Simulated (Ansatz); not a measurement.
Base system: PtTe2 (space group P-3m1, No. 164; a = 4.053 Å, c = 5.097 Å; layered; relaxed with 0.1 eV smearing). Axes: x lies along a and z along c of the hexagonal cell.

The values are results of PBE-D3(BJ) (Ansatz, an electronic-structure program, PAW, no spin-orbit coupling), not measurements.

For the base:

| Property | Result |
|---|---|
| Band gap | zero |

Perturbation: uniaxial strain ε_zz = −1.00 %, all other strain components held at zero, atoms relaxed at fixed cell.

Problem. What happens to the band gap and stress?

Solution. The band gap remains zero; the stress (xx, yy, zz, yz, xz, xy; compression positive) amounts to (0.5, 0.5, 0.8, 0.0, 0.0, 0.0) GPa.

Stability against distortions was not tested. The final runs are not spin-polarised.
